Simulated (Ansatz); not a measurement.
System: cubic perovskite KNiF₃. Method: B3LYP (VWN-RPA form) (PAW; Ansatz, a first-principles code).

Settings: plane-wave cutoff 460 eV, 6×6×6 k mesh, Fermi–Dirac smearing 0.01 eV, spin-polarised with parallel moments, scalar-relativistic PAW data made under PBE.

Cell (measured lattice):

```yaml
crystal:
  lattice:
    - [4.01300, 0.00000, 0.00000]
    - [0.00000, 4.01300, 0.00000]
    - [0.00000, 0.00000, 4.01300]
  atoms:
    - { symbol: K, position: [0.00000, 0.00000, 0.00000] }
    - { symbol: Ni, position: [0.50000, 0.50000, 0.50000], spin: 2.0 }
    - { symbol: F, position: [0.50000, 0.00000, 0.50000] }
    - { symbol: F, position: [0.00000, 0.50000, 0.50000] }
    - { symbol: F, position: [0.50000, 0.50000, 0.00000] }
```

### Question
Estimate the band gap, smallest direct gap on the k points sampled and direct gap at Γ that the calculation returns.

### Answer

band gap: 4.83 eV (on the SCF k mesh) (indirect)
smallest direct gap on the k points sampled: 5.11 eV
direct gap at Γ: 6.17 eV

Note: the magnetic order was assumed, not searched for or taken from measurement; cell and atoms aren't relaxed at this level (pressure 3.4 GPa).

Spins in the cell block are starting values.

Static lattice: no zero-point or thermal effects.
